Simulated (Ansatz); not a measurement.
Start from TiO2 in the rutile structure (space group P4_2/mnm, No. 136; a = 4.548 Å, c = 2.917 Å).

The values are results of LDA/PAW in Ansatz (an electronic-structure program), without spin-orbit coupling, not measurements.

Before the change:

| Item | Value |
|---|---|
| Electron mass | 0.52 mₑ along c, 1.1 mₑ across (at Γ) |
| Valence-band top at Γ | 0.00, -0.47, -0.47 eV |
| Band gap | 1.86 eV |

Perturbation: an isotropic linear strain of +1.20 %, atoms relaxed at fixed cell.

How does this affect the electron mass, valence-band top at Γ and band gap?

The electron mass changes from 0.52 mₑ along c, 1.1 mₑ across (at Γ) to 0.54 mₑ along c, 1.1 mₑ across (at Γ); the valence-band top at Γ (three highest levels, from the VBM) becomes 0.00, -0.43, -0.43 eV (base: 0.00, -0.47, -0.47 eV); the band gap decreases by 0.03 eV (1.86 eV → 1.83 eV).

Masses are band curvatures over ±0.01 Å⁻¹ around the edge. Whether these cells are dynamically stable was not tested. The final runs are not spin-polarised.
